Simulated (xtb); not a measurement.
xtb 6.7.1, GFN1-xTB: [CH2]OC(=O)OC, charge 0, multiplicity 2, 11 atoms. The geometry is a generated start, not checked to be a minimum at this level.

| Property | Value |
|---|---|
| method | GFN1-xTB |
| --acc | 1 (default) |
| --etemp (K) | 300 (default) |
| detailed input (--input) | none: ANC optimiser, Lindh (1995) Hessian, microcycle=20, maxdispl=1.0, hlow=0.01 (default) |
| basis functions | 34 |
| valence electrons | 35 |

```xyz
11

C      2.5369    -0.0003     0.0953
O      1.3297    -0.2647     0.6320
C      0.2237     0.0352    -0.0707
O      0.2076     0.5439    -1.1588
O     -0.8330    -0.3284     0.6589
C     -2.1170    -0.1067     0.0894
H      3.3654    -0.1997     0.7428
H      2.6025     0.4880    -0.8561
H     -2.5834    -1.0736    -0.1022
H     -2.7098     0.4533     0.8113
H     -2.0227     0.4532    -0.8419
```

Charge 0 and multiplicity 2 are set for this test and not shown to be the ground state. GFN-xTB has no spin term: --uhf 1 sets the occupations alone.

The structure is relaxed from this start with --opt LEVEL for the levels crude, sloppy, loose, lax, normal, tight, vtight, extreme, once each. Up to the end of the extreme run atoms move by at most 0.55 Å along an axis.

Q: Choose the cheapest level whose final energy lies within 5 meV of that of extreme.

A: normal: 33 cycles against 40, ending 0.049 meV above.

```json
[
 {"level": "crude", "cycles": "2", "energy above the extreme run (meV)": "16", "gradient norm (eV/Å)": "0.22"},
 {"level": "sloppy", "cycles": "3", "energy above the extreme run (meV)": "15", "gradient norm (eV/Å)": "0.084"},
 {"level": "loose", "cycles": "3", "energy above the extreme run (meV)": "15", "gradient norm (eV/Å)": "0.084"},
 {"level": "lax", "cycles": "4", "energy above the extreme run (meV)": "15", "gradient norm (eV/Å)": "0.037"},
 {"level": "normal", "cycles": "33", "energy above the extreme run (meV)": "0.049", "gradient norm (eV/Å)": "0.030"},
 {"level": "tight", "cycles": "34", "energy above the extreme run (meV)": "0.024", "gradient norm (eV/Å)": "0.021"},
 {"level": "vtight", "cycles": "38", "energy above the extreme run (meV)": "under 0.01", "gradient norm (eV/Å)": "0.0041"},
 {"level": "extreme", "cycles": "40", "energy above the extreme run (meV)": "—", "gradient norm (eV/Å)": "0.0011"}
]
```
